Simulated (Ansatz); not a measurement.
Input and output of a relaxation of the atoms for ScCrC2 (P3m1, 8 atoms in the cell) (Ansatz, an electronic-structure program).

Method of the run: LDA (PW92), default PAW files made with PBE (plane waves; Ansatz).

The change in words: one atom moved by 0.15 angstrom; relax: default → atoms; relax.f_tol: default → 0.2 eV/Å. Reference geometry:
```
ScCrC2
1.0
    3.25612     0.00000     0.00000
   -1.62806     2.81988     0.00000
    0.00000     0.00000     9.03793
Sc Cr C
2 2 4
Cartesian
  0.00000   0.00000   4.51897
  0.00000   0.00000   0.00000
  0.00000   1.87992   2.25948
  1.62806   0.93996   6.77845
  0.00000   1.87992   7.53999
  1.62806   0.93996   1.49795
  1.62806   0.93996   3.02102
  0.00000   1.87992   6.01691
```

Reference input (self-consistent single point, DFT, LDA (PW92), plane waves, default PAW files made with PBE): basis.ecutwfc = 30.9 Ry; kpoints.mp_grid.grid = 12 12 4; hamiltonian.xc = lda; hamiltonian.pseudopotentials = {kind: paw} (the program's default PAW files); scf.occupations.method = fermi_dirac; scf.occupations.width = 0.0073 Ry. This run's input differs from it in these lines:

```diff
@@ -6,3 +6,3 @@
   atoms:
-    - { symbol: Sc, position: [0.000000, 0.000000, 0.500000] }
+    - { symbol: Sc, position: [0.000000, 0.000000, 0.516597] }
     - { symbol: Sc, position: [0.000000, 0.000000, 0.000000] }
@@ -27,2 +27,4 @@
     width: 0.0073 Ry
+relax:
+  f_tol: 0.2
 output:
```

The program printed (abridged):

```
   [... SCF lines of the steps left out ...]
relax step   1: F+E_penalty+E_count = -11799.62967235 eV  Δ(F+E_penalty+E_count) = +0.000e0 eV  max|allowed force component| = 1.837e0 eV/Å  Δτ_max = 0.0000 Å  (6 SCF iters, dr2 threshold 1.00e-4 eV, accepted)
relax step   2: F+E_penalty+E_count = -11799.76189943 eV  Δ(F+E_penalty+E_count) = -1.322e-1 eV  max|allowed force component| = 4.527e-1 eV/Å  Δτ_max = 0.1380 Å  (8 SCF iters, dr2 threshold 1.00e-4 eV, accepted)
relax step   3: F+E_penalty+E_count = -11799.77203420 eV  Δ(F+E_penalty+E_count) = -1.013e-2 eV  max|allowed force component| = 1.058e-1 eV/Å  Δτ_max = 0.0341 Å  (7 SCF iters, accepted)
the relaxation is at rest under the 6 symmetry operations that the run kept from its start: a minimum is not shown …
Free energy (F): -11799.772034 eV
Internal energy: -11799.645666 eV  (E = F + TS)
E sigma→0 (E₀):  -11799.708850 eV
Entropy (-TS):   -0.126368 eV (-15.796 meV/atom)
Fermi energy:    14.658686 eV
--- Forces (eV/Å), atoms counted from 1 ---
  atom   1  Sc     0.00000000    -0.00000000     0.01103961
  atom   2  Sc     0.00000000     0.00000000    -0.00890720
  atom   3  Cr    -0.00000000     0.00000000    -0.00341391
  atom   4  Cr     0.00000000    -0.00000000    -0.00686744
  atom   5  C      0.00000000    -0.00000000     0.08575988
   [... lines left out ...]
    - { symbol: C, position: [0.33333333333333337, 0.6666666666666666, 0.835293572898561] }
    - { symbol: C, position: [0.6666666666666666, 0.3333333333333333, 0.16872655341527573] }
    - { symbol: C, position: [0.6666666666666666, 0.3333333333333333, 0.33495997232437486] }
    - { symbol: C, position: [0.33333333333333337, 0.6666666666666666, 0.6692167873140057] }
```

The run converged. 

Summary of the result:
```
Quantity                                                  Value
-----------------------------------------------  --------------
Free energy E − TS (on the zero of these files)  -11799.7720 eV
Fermi level (on the code's own zero)                   14.66 eV
Pressure                                             -12.03 GPa
Largest force (vector length)                        0.106 eV/Å
Relaxation steps                                              3
```

The starting cell comes from a database of computed structures (which also holds hypothetical and non-ambient phases and stackings), without a prior relaxation at this level. Its lattice was rescaled by up to half a per cent. For this run, on top of that: one atom moved by 0.15 angstrom. Spin polarisation is off. The relaxation keeps the symmetry of its start, so its end need not be a minimum. Ansatz's pressure includes its estimate of the finite-basis (Pulay) stress.

Cost on one core of a shared machine: roughly 60 s.

Keys are those of Ansatz 0.2.
